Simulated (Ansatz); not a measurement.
Adsorption energy and surface dipole of F on the 1x1 (111) surface of fcc Cu, one in a 2x2 cell, started at the site 'hollow Cu-Cu-Cu over Cu at depth 4.1 Å', worked from the runs' numbers; total energies count from the potentials' own zero.

All values below come from r2SCAN, at the PBE geometry (plane waves to 500 eV, PAW; Ansatz, a quantum-chemistry and plane-wave program).

Set-up: 17 atoms, 6.2 Å thick at the start under the adsorbate (thin: gaps and levels are the slab's own); mesh 6x6x1; 0.1 eV smearing; dipole correction on; single point; on the structure that PBE left under its start's symmetry; no spin, no spin-orbit, no U, no dispersion correction. At the end it is bonded to 3 Cu. In PBE it is, or lies within 0.03 eV of, the lowest of the starts that converged; the order may differ at this level.

| quantity | value |
|---|---|
| slab with the adsorbate | -106905.130 eV |
| clean slab, same cell and mesh | -106095.207 eV |
| reference, ½ F2(g) | -806.853 eV |
| area of the cell | 22.82 Å² |
| change of the step from the bottom to the top vacuum level | 0.963 eV |

What is the adsorption energy against this reference?

E(slab + adsorbate) − E(slab) − E(reference) = -3.07 eV, so in this state the adsorbate is more stable than in the reference, at a coverage of 4.38 a nm².

What dipole does adsorption add to the slab along the outward normal (Helmholtz relation, ε₀ = 0.005526 e/(V·Å))?

p = −ε₀·A·ΔV = -0.121 e·Å = -0.58 D; its negative end points to the vacuum, which raises the vacuum level.
